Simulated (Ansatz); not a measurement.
# A computed series for hypothetical diamond Mo: pressure series

Base system: Mo in the diamond structure (space group Fd-3m, No. 227; a = 5.687 Å; a hypothetical phase, not in the database extracts checked).

Cell and atoms are relaxed at each pressure.

Method: DFT with PBE, PAW potentials and a 420 eV plane-wave cutoff in Ansatz (an electronic-structure program), no spin-orbit coupling.

```
P (GPa)  V (Å³/atom)
-------  -----------
-2.00         23.449
-1.01         23.218
0.30          22.933
0.70          22.849
1.50          22.686
2.99          22.395
5.00          22.030
7.50          21.615
10.00         21.237
```

A third-order Birch–Murnaghan fit to these points gives V₀ = 23.00 Å³/atom, B₀ = 107 GPa and B₀′ = 4.1. At pressure 10 GPa the volume is 92.3 % of V₀.

Load acts through the strain it causes; cell and atoms are relaxed under it. Stability against distortions was not tested. Competing high-pressure phases were not computed. The final runs are not spin-polarised.
